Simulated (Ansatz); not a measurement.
# Effect of pressure 75 GPa on CaF2

Take CaF$_{2}$ in the fluorite structure (space group Fm-3m, No. 225; a = 5.4204 Å) as the base.

It is then changed as follows: a hydrostatic pressure of 75 GPa.

All numbers come from plane-wave PAW DFT at the PBEsol level (Ansatz, a first-principles code, 420 eV), no SOC, earlier PAW set. k-mesh 11×11×11 (Γ-centred); smearing 0.05 eV (Fermi–Dirac).

| quantity | base | changed | shift |
|---|---|---|---|
| volume per atom | 13.27 Å³ | 9.15 Å³ | -4.125 Å³ |
| density | 3.26 g/cm³ | 4.73 g/cm³ | +1.47 g/cm³ |
| lattice parameter a | 5.420 Å | 4.788 Å | -0.6326 Å |
| shortest interatomic distance | 2.347 Å | 2.073 Å | -0.274 Å |
| enthalpy H = E + PV relative to the base's energy | – | +4.97 eV/atom | – |
| band gap (an upper bound: an edge found on the path is not a true extremum; the base alone) | 7.25 eV | 8.97 eV | +1.72 eV |

Final structure:

```
CELL_PARAMETERS angstrom
      0.00000     2.39389     2.39389
      2.39389     0.00000     2.39389
      2.39389     2.39389     0.00000
ATOMIC_POSITIONS crystal
  Ca 0.00000 0.00000 0.00000
  F  0.25000 0.25000 0.25000
  F  0.75000 0.75000 0.75000
```

Load acts through the strain it causes; cell and atoms are relaxed under it. No phonon test of stability was made. Competing high-pressure phases were not computed.
